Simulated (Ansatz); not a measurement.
Consider Al$_{2}$Pt (space group Fm-3m, No. 225; a = 5.947 Å; relaxed with 0.1 eV smearing).

(Cell as relaxed with PBE.)

Levels (all Ansatz, a program for electronic structure, PAW): PBE (420 eV, scalar-relativistic without spin-orbit coupling); PBEsol (420 eV, no spin-orbit coupling).

Each level relaxes its own structure.

| base | PBE | PBEsol |
|---|---|---|
| volume per atom | 17.52 Å³ | 17.09 Å³ |
| lattice parameter a | 11.238 bohr | 11.143 bohr |
| band gap | zero | zero |

Modification: an isotropic linear strain of −3.11 %, atoms relaxed at fixed cell.

```tsv
quantity	PBE	PBEsol
energy relative to the base (free energy F)	+69 meV/atom	?
pressure	15.1 GPa	?
band gap	zero	?
```

Task: Predict the PBEsol column.

Result: 
- energy relative to the base (free energy F), PBEsol: +72 meV/atom
- pressure, PBEsol: 16.2 GPa
- band gap, PBEsol: zero

PBE's energy relative to the base lies 3.1 meV/atom below PBEsol's; PBE's pressure lies 1.1 GPa below PBEsol's; the two agree on the band gap. Neither level is exact; PBEsol is the comparison here, not a measurement.

Stability against distortions was not tested. The final runs are not spin-polarised.
